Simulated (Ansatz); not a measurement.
Levels about the gap of amorphous In₉Ga₉Zn₉O₃₉Mo (67 atoms in a cell of 851 Å³, 5.79 g/cm³; zone centre alone, so wide bands show as single levels with stretches between that a denser mesh fills), at the geometry that PBE relaxed, where it gives 2.2 GPa on a denser mesh. The participation number counts the atoms over which a state spreads; weights are charges in smoothed Voronoi cells. The levels come from a single point, so bond lengths are those of that geometry. Method of the levels: PBE, scalar-relativistic without spin-orbit coupling (Ansatz, a quantum-chemistry and plane-wave program). Sampling: the zone centre alone; Fermi-Dirac width 0.02 eV; no spin polarisation. At PBE the levels at the filled edge of the gap are localised (band-tail or defect states).

The cell was made by melting and quenching with the CHGNet potential and then relaxed with DFT. O atoms were pushed apart under 1.9 Å during the dynamics, to hinder bonds among them. The hot cell started wider than the set density and was brought back towards it in steps. It is the lowest in DFT energy of 2 quenches. It is a model cell: composition and starting density were chosen by hand, and all elements were melted together. No dispersion term was used. Its density started from a set value of 5.79 and ended at 5.79 g/cm³. The simulated quench (nominally 320 K/ps over its main leg) is rapid and tends to freeze in more defects than a deposited or slowly cooled glass has. A cell of this size samples the disorder only roughly. The volume was held where the preparation left it and the shape relaxed, at a PBE pressure of 2.2 GPa. Stress components on the final sampling reach 2.4 GPa. Cycles of charging lowered its energy after that relaxation.

```tsv
E - E(highest filled), eV	filling	participation number	largest on	weight O	weight Mo	weight In	weight Zn
-0.35	filled	20.6	O, 4 neighbours	0.90	0.00	0.02	0.06
-0.31	filled	22.2	O, 3 neighbours	0.90	0.00	0.02	0.07
-0.24	filled	26.8	O, 3 neighbours	0.86	0.00	0.02	0.10
-0.23	filled	22.3	O, 3 neighbours	0.86	0.00	0.01	0.11
-0.17	filled	14.6	O, 3 neighbours	0.82	0.00	0.01	0.15
-0.14	filled	10.4	O, 4 neighbours	0.81	0.00	0.02	0.15
0.00	filled	6.8	O, 3 neighbours	0.91	0.01	0.01	0.03
1.07	empty	60.7	In, 6 neighbours	0.52	0.01	0.21	0.15
2.45	empty	3.4	Mo, 5 neighbours	0.40	0.52	0.05	0.02
2.68	empty	3.2	Mo, 5 neighbours	0.42	0.53	0.02	0.03
3.29	empty	26.2	Mo, 5 neighbours	0.53	0.10	0.30	0.04
3.78	empty	11.6	Mo, 5 neighbours	0.49	0.26	0.14	0.08
3.87	empty	34.8	In, 6 neighbours	0.58	0.04	0.22	0.10
3.95	empty	37.5	In, 5 neighbours	0.58	0.03	0.23	0.08
```

Most localised among these is the empty level at +2.68 eV, on a Mo atom, which has 5 neighbours (O 1.74 Å, O 1.78 Å, O 1.91 Å, O 1.92 Å, O 1.97 Å).
